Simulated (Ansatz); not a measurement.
Consider SnO in the litharge type structure (space group P4/nmm, No. 129; a = 3.7701 Å, c = 4.5599 Å; layered, stacked along the Cartesian z axis).

Perturbation: a free-standing slab of 1 layer (4 atoms, 4 a layer) is cut normal to the stacking axis, with 15 Å of vacuum and the in-plane cell relaxed.

Levels (all Ansatz, a quantum-chemistry and plane-wave program, PAW): PBEsol-D3(BJ) (420 eV, no spin-orbit coupling); r2SCAN (500 eV, scalar-relativistic without spin-orbit coupling); HSE06 (420 eV, no SOC).

One geometry, relaxed with PBEsol-D3(BJ), under each level:

```json
[
 {"level": "PBEsol-D3(BJ)", "band gap": "3.01 eV", "lowest conduction level above the VBM at special points": "M 3.13 eV; X 3.16 eV; Γ 3.25 eV"},
 {"level": "r2SCAN", "band gap": "3.45 eV", "lowest conduction level above the VBM at special points": "M 3.59 eV; X 3.53 eV; Γ 3.85 eV"},
 {"level": "HSE06", "band gap": "3.99 eV", "lowest conduction level above the VBM at special points": "M 4.12 eV; X 4.05 eV; Γ 4.24 eV"}
]
```

Single points use the geometry relaxed with PBEsol-D3(BJ). HSE06 was sampled on its mesh, a few special points and the semilocal edge points, so its gap is an upper bound. No phonon test of stability was made. All final runs are without spin polarisation.
